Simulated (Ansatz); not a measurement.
Consider ZnSnO3 (space group R-3, No. 148; a cell from a computed database, its experimental status unchecked).

```
CELL_PARAMETERS angstrom
      2.65381     1.53218     4.67501
     -2.65381     1.53218     4.67501
      0.00000    -3.06436     4.67501
ATOMIC_POSITIONS crystal
  Zn 0.36499 0.36499 0.36499
  Zn 0.63501 0.63501 0.63501
  Sn 0.14915 0.14915 0.14915
  Sn 0.85085 0.85085 0.85085
  O  0.04960 0.44640 0.75759
  O  0.95040 0.55360 0.24241
  O  0.75759 0.04960 0.44640
  O  0.24241 0.95040 0.55360
  O  0.44640 0.75759 0.04960
  O  0.55360 0.24241 0.95040
```

Cartesian axes are those of the cell as printed.

Method: plane-wave PAW DFT at the PBEsol level (Ansatz, a quantum-chemistry and plane-wave program, 420 eV), scalar-relativistic without spin-orbit coupling.

One thing is altered: the cell is scaled by 0.9835 in all directions; the atoms relax in the strained cell.

**Question.** Predict the stress tensor and what it implies for the stiffness.

**Answer.** Stress of the strained cell less that of the base (GPa, compression positive):
```
  10.21    0.00    0.00
   0.00   10.21    0.00
   0.00    0.00    7.82
```

Then B = −ΔP/(ΔV/V₀) with ΔV/V₀ = -0.0487 gives secant stiffness values (nonlinear terms included at this strain): B (at held cell shape, above the free-shape value) ≈ 193 GPa.

As a check, the harmonic strain energy −½ V₀ Δσ:ε is 17 meV/atom; the computed energy rise is 16 meV/atom.

Whether these cells are dynamically stable was not tested.
